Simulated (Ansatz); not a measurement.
**What biaxial strain −4.40 %, plane normal [001], relaxed out of plane does to PbI2**

Start from PbI₂ in the CdI2 type structure (space group P-3m1, No. 164; a = 4.5590 Å, c = 6.9727 Å). Axes: x lies along a and z along c of the hexagonal cell.

Perturbation: compressive biaxial strain of 4.40 % in the plane normal to [001], as in epitaxy on a mismatched substrate; the out-of-plane cell vector and the atoms relax.

The values are results of PBE-D3(BJ) (Ansatz, a program for electronic structure), without spin-orbit coupling, not measurements. Settings: 8×8×5 k-points, 0.05 eV Fermi–Dirac smearing.

Volume per atom: 39.86 Å³ (base 41.84 Å³)
Space group: P-3m1 (No. 164) (base P-3m1 (No. 164))
Shortest interatomic distance: 6.074 bohr (base 6.123 bohr)
Pressure (mean of the normal stresses, compression positive): 9.0 kbar (base 0.0 kbar)
Band gap: 2.28 eV (base 2.18 eV)
Gap character: direct at A (base direct at A)
Width of the top valence band: 1.34 eV (base 0.95 eV)
Electron mass: 0.73 mₑ along k, 0.22 mₑ across (at A) (base 1.0 mₑ along k, 0.23 mₑ across (at A))
Hole mass: 0.36 mₑ along k, 0.86 mₑ across (at A) (base 0.59 mₑ along k, 0.74 mₑ across (at A))
Out-of-plane strain: +4.24 %
Ratio −ε⊥/ε∥: 0.96
Mean in-plane stress (compression positive): +1.3 GPa

Spin-orbit coupling, missing from the scalar runs, can matter with I and Pb. Effective masses come from finite differences of ±0.01 Å⁻¹. Along k means along the line from Γ to the band edge. No phonon test of stability was made.
